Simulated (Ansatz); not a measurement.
**ZnSe: energy against strain**

ZnSe (zinc blende, F-43m, 22.732 Å³/atom at rest) under an equal strain ε in the (001) plane with the normal axis free, as in a coherent film. r2SCAN in Ansatz, a plane-wave DFT program (PAW, default set), 500 eV, 10×10×10 Γ-centred mesh, Fermi-Dirac smearing 0.05 eV; ions are relaxed within the symmetry of each cell.

Here s stands for strain and y for E less E0.

| strain (%) | E less E0 (meV/atom) |
|---|---|
| -3.00 | ? |
| -1.50 | 2.67 |
| -1.00 | 1.17 |
| -0.50 | 0.29 |
| 0.00 | 0.00 |
| 0.50 | 0.29 |
| 1.00 | 1.13 |
| 1.50 | 2.51 |

Q: Using a parabola, estimate the missing y at s = -3.00 from the other rows, showing the fit.

A: Least squares gives y = 0.001 - 0.0400·s + 1.1505·s². Residuals (row less fit): 0.020, -0.022, -0.019, -0.001, 0.021, 0.018, -0.020; standard error 0.025 (degrees of freedom: 4). Twice the quadratic coefficient over the volume, 2 × 1.1505 meV × 10⁴ × 0.1602 / 22.732 Å³, is twice the biaxial elastic modulus of this plane = 162 ± 1.5 GPa. At the withheld row, y = 0.001 - 0.0400 × (-3.0) + 1.1505 × (-3.0)² = 10.476 meV/atom. The calculation gives 11.08 meV/atom, 0.604 meV/atom above the prediction (5.5 % of the range of y in the table). The row lies outside the fitted rows, so this is an extrapolation. From the scatter of the fitted rows alone, a prediction at this place has a standard error of 0.094 meV/atom, so the miss is 6.4 times that.

One order more, fitted to all 13 runs of the series, follows each within 0.01, so the miss is the next term of a smooth law. Rows are the converged runs of the series near zero and its far end; series whose fitted rows scatter by over a few per cent of the range, as at a crossing or softening among them, aren't shown in this form. Most that stay on the fit to the last digits aren't either.
